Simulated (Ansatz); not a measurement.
Base system: C in the diamond structure (space group Fd-3m, No. 227; a = 3.532 Å). Axes: x, y, z lie along the cube axes.

Computed with LDA, PAW, 420 eV (Ansatz, a program for electronic structure; spin-orbit coupling left out).

Modification: tensor shear ε_xy = +2.00 % (engineering shear γ = 0.0400), atoms relaxed at fixed cell.

Problem. What happens to the stress?

Solution. The stress (xx, yy, zz, yz, xz, xy; compression positive) is (1.09, 1.09, 0.09, 0.00, 0.00, -23.75) GPa.

The cells carry an imposed strain or load. No phonon test of stability was made.
